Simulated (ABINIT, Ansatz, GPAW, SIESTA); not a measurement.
## One structure in several programs: BaTiO₃ (P4mm, 5 atoms in the cell)

Self-consistent single point.

```xyz
5
Lattice="3.9900 0.0000 0.0000 0.0000 3.9900 0.0000 0.0000 0.0000 4.0400" Properties=species:S:1:pos:R:3 pbc="T T T"
Ba     0.0000     0.0000     0.0000
Ti     1.9950     1.9950     2.0725
O      1.9950     1.9950     3.9471
O      0.0000     1.9950     1.9675
O      1.9950     0.0000     1.9675
```

Shared settings, as Ansatz (a first-principles code) writes them: kpoints.mp_grid.grid = 5 5 5; scf.occupations.method = fermi_dirac; scf.occupations.width = 0.05 eV. Potentials and cutoffs stand in the table.

| code | model | pressure (GPa) | largest force (eV/Å) | gap on the mesh (eV) | cutoff |
|---|---|---|---|---|---|
| Ansatz | PBE, default PAW files | 2.26 | 0.204 | 1.999 | 420 eV |
| SIESTA | GGA PBE, numerical atomic orbitals DZP, PseudoDojo PBE standard norm-conserving potentials (rewritten from UPF to PSML) | 5.26 | 0.204 | 1.890 | grid 350 Ry |
| ABINIT | PBE, norm-conserving pseudopotentials (PseudoDojo nc-sr-05 PBE standard) | 2.35 | 0.199 | 2.015 | 42 Ha |
| GPAW | PBE, GPAW PAW datasets PBE (gpaw-data 1.0.1) | – | 0.130 | 1.994 | 900 eV |

Size of the force on each atom (eV/Å): Sizes of forces hide their directions.

```json
[
 {"code": "Ansatz", "Ba1": "0.009", "Ti2": "0.204", "O3": "0.105", "O4": "0.054", "O5": "0.054"},
 {"code": "SIESTA", "Ba1": "0.064", "Ti2": "0.204", "O3": "0.110", "O4": "0.019", "O5": "0.019"},
 {"code": "ABINIT", "Ba1": "0.011", "Ti2": "0.199", "O3": "0.109", "O4": "0.051", "O5": "0.051"},
 {"code": "GPAW", "Ba1": "0.002", "Ti2": "0.130", "O3": "0.029", "O4": "0.049", "O5": "0.049"}
]
```

A dash marks a value that a program does not give, or that is left out as unsure.

Gaps are read on the mesh. Another mesh or the band path gives a smaller gap, so these values are not converged in the mesh.

The spread over the programs that give each value: pressure within 3.00 GPa; largest force within 0.074 eV/Å; gap on the mesh within 0.125 eV.

SIESTA uses small atom-centred bases, whose incompleteness enters pressures, forces and empty levels differently from a plane-wave cutoff. Ansatz's pressure is given at a fixed set of plane waves, as the other plane-wave codes print theirs; with its correction for the finite basis it is 2.81 GPa (the shift of 0.54 GPa shows how far the cutoff is from converged). The pressure of GPAW is left out: its cutoff lies under the one at which its stress was checked. In the pressure, SIESTA (by 2.95) lies more than 1 GPa from the median of the plane-wave programs.

On the base mesh (7 7 7) the same programs gave: Ansatz pressure 2.26 GPa, gap on the mesh 1.942 eV; ABINIT pressure 2.35 GPa, gap on the mesh 1.958 eV; GPAW gap on the mesh 1.922 eV; SIESTA pressure 5.28 GPa, gap on the mesh 1.836 eV.

The values differ from the base mesh's, so the mesh still matters here: the table compares the programs at equal settings.

The starting cell has typed, rounded lattice constants, without a prior relaxation at this level.

Left out of this page: CP2K (unsound by tests on forces, stress, charge or solver warnings).

Keys are those of Ansatz 0.2.
